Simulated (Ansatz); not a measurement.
For PtPb (P6₃/mmc, No. 194; start mp-1066274; structure not from a measured cell), PBEsol (plane waves, PAW; Ansatz, a first-principles code) gives:

equilibrium lattice constant a: 4.297 Å
c axis length: 5.480 Å

### Question
What does r²SCAN (Ansatz, PAW) give for the same quantities?

### Answer

- lattice constant a: 4.322 Å (goes up by 0.6 %)
- lattice parameter c: 5.523 Å (rises by 0.8 %)

Changes are worked out from the printed values.

Unless a cell is named, each level is at its own relaxed cell (PBEsol 21.91, r²SCAN 22.34 Å³/atom).

Levels without +SOC leave out spin–orbit coupling, which shifts energies and cells of such heavy elements.

Caveats: the relaxation could not lower the start's symmetry, so the cell can be a saddle point above a distorted one (PBEsol, r²SCAN). Ansatz's density-functional and Hartree–Fock values are scalar-relativistic unless marked +SOC, with PAW data made under PBE.

A start named mp-… is a Materials Project structure, which can be a computed phase never made.
